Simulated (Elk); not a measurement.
Input and output of a self-consistent single point for LaMg (Pmma, 4 atoms in the cell) (Elk).

Method of the run: LDA (PW92), all-electron FP-LAPW, Elk's shipped species files, APW+lo basis with extra local orbitals in Elk.

The change in words: lattice scaled by 0.98. Reference geometry:
```
CELL_PARAMETERS angstrom
      5.61547     0.00000     0.00000
      0.00000     3.80146     0.00000
      0.00000     0.00000     5.78901
ATOMIC_POSITIONS crystal
  La 0.75000 0.00000 0.79310
  La 0.25000 0.00000 0.20690
  Mg 0.25000 0.50000 0.69324
  Mg 0.75000 0.50000 0.30676
```

Reference input (self-consistent single point, DFT, LDA (PW92), all-electron FP-LAPW, Elk's shipped species files, APW+lo basis with extra local orbitals): xctype = 3; rgkmax = 7.5; stype = 0; swidth = 0.00183747 Ha; ngridk = 5 8 5; tforce = true; gmaxvr = 18 1/bohr; lmaxapw = 10; lmaxo = 8; nxlo = 2; lorbcnd = true; lradstp = 2. This run's input differs from it in these lines:

```diff
@@ -43,3 +43,3 @@
 scale
-  10.61170036
+  10.39946711
 
@@ -47,4 +47,4 @@
     1.0000000000    0.0000000000    0.0000000000
-    0.0000000000    0.6769620352    0.0000000000
-    0.0000000000    0.0000000000    1.0309039137
+    0.0000000000    0.6769620224    0.0000000000
+    0.0000000000    0.0000000000    1.0309038751
```

Output, abridged:

```
│ Self-consistent loop started │
│ Loop number : 1 │
 total energy                :     -17397.1208971
│ Loop number : 2 │
 total energy                :     -17396.9074403
RMS change in Kohn-Sham potential (target) :   0.4786275685E-01 (  0.1000000000E-05)
Absolute change in total energy (target)   :   0.2134568371     (  0.1000000000E-03)
│ Loop number : 3 │
 total energy                :     -17396.0874958
RMS change in Kohn-Sham potential (target) :   0.4543776807E-01 (  0.1000000000E-05)
Absolute change in total energy (target)   :   0.8733086992     (  0.1000000000E-03)
│ Loop number : 4 │
   [... lines left out ...]
Absolute change in total energy (target)   :   0.6320502471E-03 (  0.1000000000E-03)
│ Loop number : 14 │
 total energy                :     -17381.5881840
RMS change in Kohn-Sham potential (target) :   0.6165713874E-07 (  0.1000000000E-05)
Absolute change in total energy (target)   :   0.1608113671E-03 (  0.1000000000E-03)
│ Loop number : 15 │
 total energy                :     -17381.5881831
RMS change in Kohn-Sham potential (target) :   0.1920196361E-07 (  0.1000000000E-05)
Absolute change in total energy (target)   :   0.4105397966E-04 (  0.1000000000E-03)
Convergence targets achieved

│ Loop number : 16 │

Energies :
 Fermi                       :     0.250629726902
 total energy                :     -17381.5881791

Density of states at Fermi energy :    134.8566352
 (states/Hartree/unit cell)

Estimated indirect band gap :   0.4348151103E-03
 from k-point     33 to k-point      3
Estimated direct band gap   :   0.2756680383E-02
 at k-point     45

Charges :
 core                        :    96.00000000
 valence                     :    42.00000000
 interstitial                :    7.666178848
 muffin-tins (core leakage)
  species :    1 (La)
   atom    1                 :    54.63548469     (  0.2256181610E-03)
   atom    2                 :    54.63548469     (  0.2256181610E-03)
  species :    2 (Mg)
   atom    1                 :    10.53142589     (  0.2220446049E-15)
   [... lines left out ...]
   total force               :     0.00000000    0.00000000    0.00105199
   total magnitude           :     0.00105199
  atom :    2
   Hellmann-Feynman          :     0.00000000    0.00000000   -0.01055040
   IBS                       :     0.00000000    0.00000000    0.00949840
   total force               :     0.00000000    0.00000000   -0.00105199
   total magnitude           :     0.00105199
```

The run converged in 16 iterations. The count includes the last loop, which Elk runs after its targets are met. Against the reference run the total energy falls by 21.2 meV/atom.

The starting cell comes from a database of computed structures (which also holds hypothetical and non-ambient phases and stackings), without a prior relaxation at this level. For this run, on top of that: lattice scaled by 0.98. Values depend on the basis (sphere radii, cutoffs, local orbitals), which need not be converged. The log's line on a gap gives a spacing of levels on this mesh, which the program prints for metals too.

Cost on one core of a shared machine: roughly 2 min.
